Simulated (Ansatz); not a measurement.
**Bi2Pt: pressure series**

Take Bi2Pt (space group Pa-3, No. 205; a = 6.721 Å) as the base.

Cell and atoms are relaxed at each pressure.

Level of theory: PBEsol (Ansatz, a program for electronic structure), no spin-orbit coupling.

```
pressure (GPa)  volume per atom (Å³/atom)
--------------  -------------------------
-1                                 25.580
0                                  25.305
0.3                                25.226
0.7                                25.124
1.5                                     ?
3                                  24.573
5                                  24.149
7.5                                23.674
10                                 23.250
```

### Question
Fit the third-order Birch–Murnaghan form P(V) = (3B₀/2)[(V₀/V)^(7/3) − (V₀/V)^(5/3)]·[1 + (3/4)(B₀′ − 4)((V₀/V)^(2/3) − 1)] (squares taken in P) to the rows shown and predict the withheld row.

### Answer
Least squares on the printed values gives V₀ = 25.305 Å³/atom, B₀ = 94.7 GPa, B₀′ = 5.2; this predicts 24.923 Å³/atom, and the run gives 24.923 Å³/atom, in agreement.

Load acts through the strain it causes; cell and atoms are relaxed under it. Stability against distortions was not tested. No other phases were tried under pressure. The final runs are not spin-polarised.
